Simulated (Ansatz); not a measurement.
Start from CdGeAs₂ in the chalcopyrite structure (space group I-42d, No. 122; a = 5.9420 Å, c = 11.3119 Å). Axes: x, y, z lie along a, b, c of the conventional cell.

Method: Ansatz (a quantum-chemistry and plane-wave program) PBEsol, spin-orbit coupling left out.

For the base:

The pressure is 0.00 GPa.

Modification: uniaxial strain ε_zz = −2.25 %, all other strain components held at zero; the atoms relax in the strained cell.

Problem. How does this affect the pressure and energy relative to the base?

Solution. The pressure (mean of the normal stresses, compression positive) goes from zero to 1.41 GPa; the energy goes up by 3.2 meV/atom.

No phonon test of stability was made.
